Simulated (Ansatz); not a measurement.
**Effect of isotropic strain −5.14 % on AlRu**

Consider AlRu in the CsCl type structure (space group Pm-3m, No. 221; a = 2.9832 Å; relaxed with 0.1 eV smearing).

The change: an isotropic linear strain of −5.14 %, atoms relaxed at fixed cell.

Computed with r2SCAN (Ansatz, a first-principles code; PAW; 500 eV plane waves; scalar-relativistic without spin-orbit coupling). Settings: 19×19×19 k-points, 0.1 eV Fermi–Dirac smearing.

The volume per atom decreases by 1.94 Å³ to 11.33 Å³ and the space group stays Pm-3m (No. 221). The energy goes up by 0.259 eV/atom and the band gap is still zero.

Cost of the whole job for the changed cell (relaxation, final SCF and bands): very roughly 29 core-seconds.

No phonon test of stability was made. All final runs are without spin polarisation.
